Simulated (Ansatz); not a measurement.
Effect of isotropic strain −2.53 % on CrCuO2

Base system: CrCuO$_{2}$ (space group R-3m, No. 166; a = 2.9638 Å, c = 16.9204 Å (hexagonal axes); ferromagnetic).

Perturbation: an isotropic linear strain of −2.53 %, atoms relaxed at fixed cell.

All numbers come from Ansatz (an electronic-structure program) PBEsol, no spin-orbit coupling. k-mesh 13×13×13 (Γ-centred); smearing 0.05 eV (Fermi–Dirac).

```json
[
 {"quantity": "volume per atom", "base": "10.73 Å³", "changed": "9.93 Å³", "shift": "-0.794 Å³"},
 {"quantity": "shortest interatomic distance", "base": "1.829 Å", "changed": "1.776 Å", "shift": "-0.053 Å"},
 {"quantity": "energy relative to the base (free energy F)", "base": "0 meV/atom", "changed": "+40 meV/atom", "shift": "+40 meV/atom"},
 {"quantity": "pressure (mean of the normal stresses, compression positive)", "base": "0.0 GPa", "changed": "17.4 GPa", "shift": "+17.4 GPa"},
 {"quantity": "band gap", "base": "0.92 eV", "changed": "0.61 eV", "shift": "-0.31 eV"},
 {"quantity": "smallest direct gap", "base": "1.16 eV", "changed": "0.95 eV", "shift": "-0.21 eV"},
 {"quantity": "width of the top valence band", "base": "1.92 eV", "changed": "2.23 eV", "shift": "+0.316 eV"},
 {"quantity": "magnetic state", "base": "ferromagnetic", "changed": "ferromagnetic", "shift": "–"}
]
```

Final structure:

```xyz
4
Lattice="1.4444 0.8339 5.4974 -1.4444 0.8339 5.4974 0.0000 -1.6678 5.4974" Properties=species:S:1:pos:R:3 pbc="T T T"
Cu     0.0000     0.0000     0.0000
Cr     0.0000     0.0000     8.2462
O      0.0000     0.0000     1.7762
O      0.0000     0.0000    14.7161
```

No phonon test of stability was made. No Hubbard U is applied and the magnetic state is the run's own (CrCuO2 ferromagnetic); small cells can't hold the antiferromagnetic order that many such compounds have, so gaps and moments can be off. Where the two band edges lie in opposite spin channels, the gap is a spin-flip gap.
